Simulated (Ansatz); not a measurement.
Start from SrCl2 in the fluorite structure (space group Fm-3m, No. 225).

```yaml
crystal:
  lattice:
    - [0.00000, 3.45392, 3.45392]
    - [3.45392, 0.00000, 3.45392]
    - [3.45392, 3.45392, 0.00000]
  atoms:
    - { symbol: Sr, position: [0.00000, 0.00000, 0.00000] }
    - { symbol: Cl, position: [0.25000, 0.25000, 0.25000] }
    - { symbol: Cl, position: [0.75000, 0.75000, 0.75000] }
```

Cartesian axes are those of the cell as printed.

Computed with DFT with PBEsol, PAW potentials and a 420 eV plane-wave cutoff in Ansatz (a first-principles code), spin-orbit coupling left out.

Base values:

| Property | Result |
|---|---|
| Pressure | 0.00 GPa |
| Band gap | 5.25 eV |

Perturbation: uniaxial strain ε_zz = −2.50 %, all other strain components held at zero, atoms relaxed at fixed cell.

Task: What does the calculation give for the pressure after the change?

Result: The pressure (mean of the normal stresses, compression positive) goes from zero to 1.03 GPa.

Task: What does the calculation give for the band gap after the change?

Result: The band gap falls by 0.06 eV, from 5.25 eV to 5.19 eV.

Whether these cells are dynamically stable was not tested.
